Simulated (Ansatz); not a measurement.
MgS (rock salt, Fm-3m), quasi-harmonic approximation with PBEsol in Ansatz (a quantum-chemistry and plane-wave program). 

| T (K) | α_L (10⁻⁶/K) | C_P (J/mol/K) | bulk modulus B_T (GPa) | γ |
|---|---|---|---|---|
| 50 | 1.7 | 6.1 | 76.2 | 1.30 |
| 150 | 11.9 | (withheld) | 74.9 | 1.64 |
| 200 | (withheld) | 40.9 | 73.9 | 1.66 |
| 350 | 17.5 | 47.9 | 70.7 | 1.70 |
| 450 | 18.7 | 49.9 | 68.4 | 1.73 |
| 600 | 20.5 | 51.9 | 64.6 | 1.76 |
| 700 | 21.7 | 53.1 | 62.0 | 1.79 |
| 750 | 22.3 | 53.6 | 60.6 | 1.81 |

Q: What belongs in the gaps?

A: 
- 150, C_P (J/mol/K): 34.9
- 200, α_L (10⁻⁶/K): 14.3

The crystal is held in this phase throughout; melting and phase transitions are not modelled.
